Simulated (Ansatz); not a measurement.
AlP (model structure, started from the WC type, P-6m2, No. 187, 2 atoms in the cell): volume per atom by level of theory

No measured value is used here.

| level (code) | value (Å³/atom) |
|---|---|
| PBE (Ansatz) | 16.86 |
| PBEsol (Ansatz) | [?] |
| PBE-D3(BJ) (Ansatz) | 16.17 |

Fill in the missing entries.


- PBEsol (Ansatz, a first-principles code), value (Å³/atom): 16.43

Ansatz's density-functional and Hartree–Fock values are scalar-relativistic unless marked +SOC, with PAW data made under PBE.

A model structure was made by putting elements into a prototype or built by hand; it is no filed structure, need not be a known phase, and can be a saddle point held by its symmetry.
